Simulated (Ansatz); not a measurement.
## BeTe, response to strain

Base system: BeTe in the zinc blende structure (space group F-43m, No. 216).

```
BeTe
1.0
    0.00000     2.82841     2.82841
    2.82841     0.00000     2.82841
    2.82841     2.82841     0.00000
Be Te
1 1
Direct
  0.00000   0.00000   0.00000
  0.25000   0.25000   0.25000
```

Cartesian axes are those of the cell as printed.

Strains are applied to the cell and any free atomic positions relax; under biaxial strain the out-of-plane vector relaxes too.

Calculations: Ansatz (an electronic-structure program), r2SCAN, PAW, cutoff 500 eV, scalar-relativistic without spin-orbit coupling.

Candidates:
(a) biaxial strain +2.50 %, plane normal [001], relaxed out of plane
(b) biaxial strain +1.00 %, plane normal [001], relaxed out of plane
(c) biaxial strain +0.50 %, plane normal [001], relaxed out of plane

For the base:

```
Item       Result
--------  -------
Band gap  2.37 eV
```

Question: Order them by band gap, lowest first.

Answer: (a) biaxial strain +2.50 %, plane normal [001], relaxed out of plane (2.11 eV), (b) biaxial strain +1.00 %, plane normal [001], relaxed out of plane (2.26 eV), (c) biaxial strain +0.50 %, plane normal [001], relaxed out of plane (2.32 eV)

With Te present, leaving out spin-orbit coupling can change the band edges. Stability against distortions was not tested.
